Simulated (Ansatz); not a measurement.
# A computed series for Pt: pressure series

Take Pt in the fcc (Cu type) structure (space group Fm-3m, No. 225; a = 3.9701 Å) as the base.

Cell and atoms are relaxed at each pressure.

Levels (all Ansatz, an electronic-structure program, PAW, earlier PAW set): PBE (420 eV, spin-orbit coupling left out); PBEsol (420 eV, without spin-orbit coupling).

The base cell above is that of PBE; each level relaxes its own structures.

| case | shortest interatomic distance, PBE | shortest interatomic distance, PBEsol |
|---|---|---|
| pressure −2 GPa | 2.815 Å | 2.777 Å |
| pressure −1 GPa | 2.811 Å | ___ |
| pressure 3 GPa | 2.796 Å | 2.761 Å |
| pressure 7 GPa | 2.783 Å | 2.749 Å |
| pressure 15 GPa | 2.759 Å | 2.728 Å |
| pressure 30 GPa | 2.721 Å | ___ |
| pressure 50 GPa | 2.681 Å | ___ |
| pressure 75 GPa | 2.640 Å | ___ |
| pressure 100 GPa | 2.607 Å | 2.589 Å |

Q: What belongs in the blanks?

A: 
- pressure −1 GPa, shortest interatomic distance, PBEsol: 2.774 Å
- pressure 30 GPa, shortest interatomic distance, PBEsol: 2.694 Å
- pressure 50 GPa, shortest interatomic distance, PBEsol: 2.658 Å
- pressure 75 GPa, shortest interatomic distance, PBEsol: 2.620 Å

PBE lies above PBEsol in every row, by 0.018 Å to 0.038 Å. They put the cases in the same order.

Load acts through the strain it causes; cell and atoms are relaxed under it. No phonon test of stability was made. Competing high-pressure phases were not computed. All final runs are without spin polarisation.
